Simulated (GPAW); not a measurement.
## A self-consistent single point of Ge₃Pt (P6_3/mmc, 8 atoms in the cell) with GPAW

Level of theory: PBEsol, GPAW PAW datasets PBEsol (made by gpaw-setup) (plane waves; GPAW 25.7.0).

This input was run:

```python
from ase import Atoms
from ase.units import GPa
from gpaw import GPAW

atoms = Atoms(['Ge', 'Ge', 'Ge', 'Ge', 'Ge', 'Ge', 'Pt', 'Pt'],
              cell=[[6.788280, 0.000000, 0.000000],
                    [-3.394140, 5.878823, 0.000000],
                    [0.000000, 0.000000, 3.882830]],
              scaled_positions=[[0.365520, 0.182760, 0.750000],
                                [0.634480, 0.817240, 0.250000],
                                [0.182760, 0.365520, 0.250000],
                                [0.817240, 0.634480, 0.750000],
                                [0.817240, 0.182760, 0.750000],
                                [0.182760, 0.817240, 0.250000],
                                [0.666667, 0.333333, 0.250000],
                                [0.333333, 0.666667, 0.750000]],
              pbc=True)

calc = GPAW(mode={'name': 'pw', 'ecut': 550},
            xc='PBEsol',
            kpts={'size': (6, 6, 9), 'gamma': True},
            occupations={'name': 'methfessel-paxton', 'width': 0.1, 'order': 1},
            nbands=-16,
            convergence={'density': 1e-05, 'energy': 1e-05},
            symmetry={'symmorphic': False, 'tolerance': 0.0005},
            maxiter=150)

atoms.calc = calc

energy = atoms.get_potential_energy()
print('Energy (eV):', round(energy, 6))
forces = atoms.get_forces()
print('Forces (eV/Ang):')
print(forces.round(5))
stress = atoms.get_stress()
print('Stress (GPa, Voigt):', (stress / GPa).round(4))
```

Output (repeated stretches shortened):

```
Input parameters:
  convergence: {density: 1e-05,
                energy: 1e-05}
  kpts: {gamma: True,
         size: (6, 6, 9)}
  maxiter: 150
  mode: {ecut: 550,
         name: pw}
  nbands: -16
  occupations: {name: methfessel-paxton,
                order: 1,
                width: 0.1}
  symmetry: {symmorphic: False,
             tolerance: 0.0005}
  xc: PBEsol

species:
  Ge:
    name: Germanium
    Z: 32.0
    valence: 4
    core: 28
    charge: 0.0
    file: Ge.PBEsol.gz

    # Using partial waves for Ge as LCAO basis

  Pt:
    name: Platinum
    Z: 78.0
    valence: 16
    core: 62
    charge: 0.0
    file: Pt.PBEsol.gz

    # Using partial waves for Pt as LCAO basis

Reference energy: -1342805.741631  # eV

Spin-paired calculation

Convergence criteria:
 Maximum [total energy] change in last 3 cyles: 1e-05 eV / valence electron
 Maximum integral of absolute [dens]ity change: 1e-05 electrons / valence electron
 Maximum integral of absolute [eigenst]ate change: 4e-08 eV^2 / valence electron
 Maximum number of scf [iter]ations: 150

Symmetries present (total): 24
Symmetries with fractional translations: 12
324 k-points: 6 x 6 x 9 Monkhorst-Pack grid + [1/12,1/12,0.000000]
35 k-points in the irreducible part of the Brillouin zone
       k-points in crystal coordinates                weights
   0:     0.00000000    0.00000000    0.00000000          1/324
   1:     0.00000000    0.00000000    0.11111111          2/324
   2:     0.00000000    0.00000000    0.22222222          2/324
   [... 7 lines left out ...]
          ...
  34:     0.50000000    0.50000000    0.44444444          6/324

Wave functions: Plane wave expansion
  Cutoff energy: 550.000 eV
  Number of coefficients (min, max): 4509, 4578
  Pulay-stress correction: 0.000000 eV/Ang^3 (de/decut=0.000000)

Occupation numbers: Methfessel-Paxton:
  width: 0.1000  # eV
  order: 1

Eigensolver

Densities:
  Coarse grid: 40*40*24 grid
  Fine grid: 80*80*48 grid
  Total Charge: 0.000000

Density mixing:
  Method: separate
  Backend: pulay
  Linear mixing parameter: 0.05
  old densities: 5
  Damping of long wavelength oscillations: 50

Hamiltonian:
  XC and Coulomb potentials evaluated on a 80*80*48 grid
  External potential:
    NoExternalPotential

XC parameters: PBEsol with 2 nearest neighbor stencil

Number of atoms: 8
Number of atomic orbitals: 48
Number of bands in calculation: 44
Number of valence electrons: 56
Bands to converge: occupied

Density initialized from atomic densities
  44 bands from LCAO basis set

Atomic positions and initial magnetic moments

Positions:
   0 Ge     1.860939    1.074414    2.912122    ( 0.0000,  0.0000,  0.0000)
   1 Ge     1.533201    4.804409    0.970707    ( 0.0000,  0.0000,  0.0000)
   2 Ge     0.000000    2.148827    0.970707    ( 0.0000,  0.0000,  0.0000)
   3 Ge     3.394140    3.729996    2.912122    ( 0.0000,  0.0000,  0.0000)
   4 Ge     4.927341    1.074414    2.912122    ( 0.0000,  0.0000,  0.0000)
   5 Ge    -1.533201    4.804409    0.970707    ( 0.0000,  0.0000,  0.0000)
   6 Pt     3.394143    1.959606    0.970707    ( 0.0000,  0.0000,  0.0000)
   7 Pt    -0.000003    3.919217    2.912122    ( 0.0000,  0.0000,  0.0000)

Unit cell:
           periodic     x           y           z      points  spacing
  1. axis:    yes    6.788280    0.000000    0.000000    40     0.1470
  2. axis:    yes   -3.394140    5.878823    0.000000    40     0.1470
  3. axis:    yes    0.000000    0.000000    3.882830    24     0.1618

  Lengths:   6.788280   6.788280   3.882830
  Angles:   90.000000  90.000000 120.000000

Effective grid spacing dv^(1/3) = 0.1592

     iter     time        total  log10-change:
                         energy   eigst   dens
iter:   1 --:--:--   -44.709723
iter:   2 --:--:--   -44.438944   -1.76  -1.28
iter:   3 --:--:--   -43.959636   -2.03  -1.31
iter:   4 --:--:--   -43.774381   -2.63  -1.41
iter:   5 --:--:--   -43.730224   -2.32  -1.58
iter:   6 --:--:--   -43.665788   -2.94  -2.00
iter:   7 --:--:--   -43.666107   -4.56  -2.59
iter:   8 --:--:--   -43.661775   -4.25  -2.58
iter:   9 --:--:--   -43.660924   -4.90  -2.64
iter:  10 --:--:--   -43.663145   -4.10  -2.63
iter:  11 --:--:--   -43.660557   -3.93  -2.79
iter:  12 --:--:--   -43.660792   -4.61  -3.26
iter:  13 --:--:--   -43.660580c  -5.32  -3.26
iter:  14 --:--:--   -43.660556c  -6.04  -3.64
iter:  15 --:--:--   -43.660556c  -7.34  -3.74
iter:  16 --:--:--   -43.660563c  -6.31  -3.75
iter:  17 --:--:--   -43.660560c  -7.55c -3.84
iter:  18 --:--:--   -43.660570c  -6.21  -3.86
iter:  19 --:--:--   -43.660558c  -6.91  -3.87
iter:  20 --:--:--   -43.660555c  -7.57c -4.07
iter:  21 --:--:--   -43.660553c  -7.87c -4.10
iter:  22 --:--:--   -43.660552c  -8.06c -4.13
iter:  23 --:--:--   -43.660552c  -9.40c -4.17
iter:  24 --:--:--   -43.660552c  -7.35  -4.18
iter:  25 --:--:--   -43.660551c  -7.96c -4.51
iter:  26 --:--:--   -43.660551c  -8.48c -4.57
iter:  27 --:--:--   -43.660551c  -8.48c -4.65
iter:  28 --:--:--   -43.660552c  -8.61c -4.79
iter:  29 --:--:--   -43.660551c  -8.98c -5.11c

Converged after 29 iterations.

Dipole moment: (-0.000000, 0.000000, 0.000000) |e|*Ang

Energy contributions relative to reference atoms: (reference = -1342805.741631)

Kinetic:        +12.135185
Potential:      -15.554147
External:        +0.000000
XC:             -39.146128
Entropy (-ST):   +0.002336
Local:           -1.097018
SIC:             +0.000000
--------------------------
Free energy:    -43.659773
Extrapolated:   -43.660551

Showing only first 2 kpts
 Kpt  Band  Eigenvalues  Occupancy
  0    26      7.93237   -0.00227
  0    27      7.93239   -0.00227
  0    28      8.41924   -0.00000
  0    29      8.41927   -0.00000

  1    26      7.59578    2.00831
  1    27      8.23581   -0.00000
  1    28      8.23582   -0.00000
  1    29      8.53581   -0.00000

Fermi level: 7.68194

No gap
No difference between direct/indirect transitions
Energy (eV): -43.660551

Forces in eV/Ang:
  0 Ge    0.06092    0.03517   -0.00000
  1 Ge   -0.06092   -0.03517   -0.00000
  2 Ge   -0.00000    0.07035    0.00000
  3 Ge   -0.00000   -0.07035   -0.00000
  4 Ge   -0.06092    0.03517   -0.00000
  5 Ge    0.06092   -0.03517    0.00000
  6 Pt    0.00000    0.00000    0.00000
  7 Pt   -0.00000    0.00000   -0.00000

Stress tensor:
     0.028719     0.000000     0.000000
     0.000000     0.028719     0.000000
     0.000000     0.000000     0.036918
Stress (GPa, Voigt): [4.6013 4.6013 5.9149 0.     0.     0.    ]
```

The run converged in 29 iterations. GPAW prints stress with tension positive.

The starting cell comes from a database of computed structures (which also holds hypothetical and non-ambient phases and stackings), without a prior relaxation at this level. Spin-orbit coupling is off. Spin polarisation is off. With a pressure of about -5 GPa the cell is away from its equilibrium volume at this level.

Cost on one core of a shared machine: roughly 8 min.
